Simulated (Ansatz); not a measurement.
Take AlN in the wurtzite structure (space group P6_3mc, No. 186; a = 3.114 Å, c = 4.984 Å) as the base.

Perturbation: cell and atoms relaxed at a pressure of 0.9 GPa.

Levels (all Ansatz, a quantum-chemistry and plane-wave program, PAW): PBEsol (420 eV, no SOC); HSE06 (420 eV, no SOC).

The geometry is relaxed with PBEsol.

```
Quantity          Result
---------------  -------
PBEsol band gap  4.13 eV
```

Task: Predict the band gap from HSE06.

Result: The band gap rises by 1.45 eV to 5.58 eV.

Single points use the geometry relaxed with PBEsol. Load acts through the strain it causes; cell and atoms are relaxed under it. Whether these cells are dynamically stable was not tested.
